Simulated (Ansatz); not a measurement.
## Nb2O5 (C2/m): band-edge transport data

Consider the following.

```xyz
7
Lattice="6.4342 -1.9102 0.0103 6.4342 1.9102 0.0103 -0.0518 0.0000 3.9578" Properties=species:S:1:pos:R:3 pbc="T T T"
Nb    10.9330     0.0000     3.7286
Nb     1.8835     0.0000     0.2498
O     10.9276     0.0000     1.9440
O      1.8890     0.0000     2.0344
O      0.0000     0.0000     0.0000
O      8.8127     0.0000     0.0289
O      4.0039     0.0000     3.9494
```

These are PBEsol with spin-orbit coupling, rigid bands (plane waves, PAW; Ansatz, a first-principles code) values and carry that method's errors. Condition of this run: spin-orbit coupling switched on. How the cell was made: cell and atoms relaxed with PBEsol.

```json
{
 "band_gap": "2.17 eV",
 "electron conductivity mass (300 K, dilute)": "2.1 (x), 0.48 (y), 0.48 (z) mₑ",
 "hole conductivity mass (300 K, dilute)": "10.7 (x), 4.2 (y), 1.08 (z) mₑ",
 "effective density of states N_c (300 K)": "1.6e19 cm⁻³",
 "effective density of states N_v (300 K)": "2.3e20 cm⁻³",
 "density_of_states_mass_electrons": "0.75 mₑ",
 "density_of_states_mass_holes": "4.4 mₑ",
 "Seebeck coefficient, n-type 1e19 cm⁻³, 300 K": "-261 μV/K",
 "Seebeck coefficient, p-type 1e19 cm⁻³, 300 K": "457 μV/K"
}
```

Rigid bands; masses and Seebeck coefficients take one relaxation time τ for all states and one kind of carrier; polarons and phonon drag are left out.

Computed structure with no diffraction record at hand here (it may be known, metastable or hypothetical): Nb2O5 (C2/m).
